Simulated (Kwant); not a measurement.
System: wire with a side stub in a ZnO two-dimensional gas. Effective mass 0.3 mₑ, grid spacing 2.7 nm, hard walls, nominal width 68 nm (25 grid rows, so walls 70.2 nm apart), one parabolic valley, scattering region 240 nm long along x; energies count from the band bottom; Fermi energy swept from 0.00015668 to 0.0018606 eV. Closed stub on one side, 93 nm wide and 58 nm deep.

The device is made up for the run: typed textbook-type constants, with dimensions and the other settings drawn at random.

Computed with Kwant: effective-mass tight-binding model on a square grid, one spin, coherent transport at 0 K. Conductance is in e²/h.

Question: How many channels do the leads carry at E = 0.873, 1.73, 1.79 meV?

Answer: The hard-wall thresholds are n² ħ²π²/(2mW²) = n² × 0.254 meV with W = 70.2 nm. √(0.873/0.254) = 1.85, so 1. √(1.73/0.254) = 2.61, so 2. √(1.79/0.254) = 2.65, so 2.
